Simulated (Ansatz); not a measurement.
Input:

```yaml
crystal:
  lattice:
    - [3.17834, 1.83501, 1.29101]
    - [-3.17834, 1.83501, 1.29101]
    - [0.00000, -3.67003, 1.29101]
  atoms:
    - { symbol: C, position: [0.99923, 0.69158, 0.49947] }
    - { symbol: C, position: [0.00077, 0.30842, 0.50053] }
    - { symbol: C, position: [0.49947, 0.99923, 0.69158] }
    - { symbol: C, position: [0.50053, 0.00077, 0.30842] }
    - { symbol: C, position: [0.69158, 0.49947, 0.99923] }
    - { symbol: C, position: [0.30842, 0.50053, 0.00077] }
    - { symbol: C, position: [0.69729, 0.69729, 0.69729] }
    - { symbol: C, position: [0.30271, 0.30271, 0.30271] }
```

No spin polarisation.

Electron doping at 1.0×10^22 cm⁻³ (0.452 per cell), with a uniform compensating background at fixed cell and a 300 K Fermi–Dirac width.

Method: Ansatz (a first-principles code) PBE, no SOC. k-mesh 15×15×15 (Γ-centred); smearing 0.0259 eV (Fermi–Dirac).

### Question
What is the computed Fermi level relative to the doped band's edge (positive inside the band; to 0.05 eV)?

### Answer
+0.80 eV.

### Question
Predict the gap character.

### Answer
Indirect, T → L.

### Question
Predict the gap between the host's bands.

### Answer
3.26 eV.

Charged cell with a jellium background: band edges are those of the host's band count, energies are not comparable with the neutral cell, and many-body gap narrowing is missing. Stability against distortions was not tested. The cell was made from C (space group R-3, No. 148; a hypothetical phase, not in the database extracts checked) by this change: electrons 1.0×10^22 cm⁻³.
